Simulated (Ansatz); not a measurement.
The reference is an 8-atom supercell of Al in the fcc (Cu type) structure (space group Fm-3m, No. 225) at its relaxed geometry.

```yaml
crystal:
  lattice:
    - [0.00000, 3.99072, 3.99072]
    - [3.99072, 0.00000, 3.99072]
    - [3.99072, 3.99072, 0.00000]
  atoms:
    - { symbol: Al, position: [0.00000, 0.00000, 0.00000] }
    - { symbol: Al, position: [0.00000, 0.00000, 0.50000] }
    - { symbol: Al, position: [0.00000, 0.50000, 0.00000] }
    - { symbol: Al, position: [0.00000, 0.50000, 0.50000] }
    - { symbol: Al, position: [0.50000, 0.00000, 0.00000] }
    - { symbol: Al, position: [0.50000, 0.00000, 0.50000] }
    - { symbol: Al, position: [0.50000, 0.50000, 0.00000] }
    - { symbol: Al, position: [0.50000, 0.50000, 0.50000] }
```

Method: DFT with r2SCAN, PAW potentials and a 500 eV plane-wave cutoff in Ansatz (a quantum-chemistry and plane-wave program), no SOC, earlier PAW set.

One neutral defect a cell, atoms relaxed at fixed cell.

One change was made to it. Results:

The largest displacement of a host atom from its site in the perfect cell amounts to 0.00 Å; the pressure drops by 0.6 GPa, from -0.3 GPa to -0.9 GPa.

Question: Which change produced these results?
(A) Y on a Al site, symmetric start
(B) Al vacancy
(C) Zn on a Al site
(D) Li interstitial (started 2.00 Å from the nearest host atom)
(E) In on a Al site

Answer: C, Zn on a Al site. For comparison, the pressure in the other runs: Li interstitial (started 2.00 Å from the nearest host atom) gives 14.5 GPa; In on a Al site gives 7.2 GPa; Y on a Al site, symmetric start gives 12.0 GPa; Al vacancy gives -1.9 GPa.

The cell is small, so the values are those of an ordered compound at a high defect concentration; dilute-limit values will differ. Defects with a symmetric start kept the site's symmetry and may sit on a saddle; the others started slightly shaken. All final runs are without spin polarisation.
